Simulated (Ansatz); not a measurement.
Consider a (001) superlattice of 1 double layers of Ge and 5 of Sn (both in the zinc blende type), in-plane lattice that of Ge; the cell holds Ge2Sn10.

These are PBE (plane waves to 420 eV, PAW; Ansatz, an electronic-structure program) values and carry that method's errors. Scalar-relativistic, without spin–orbit coupling. Its k-point mesh 8×8×2, Fermi–Dirac width 0.01 eV.

Task: Predict its period and gap.

Result: 
* **period**: 22.55 Å
* **in-plane lattice vector**: 4.078 Å
* **strain of bulk Sn held on this lattice, in plane and along the normal**: -13.39 %, then +19.23 %
* **PBE gap of the superlattice over the mesh and listed points off it**: closed, bands overlapping by 0.9 eV
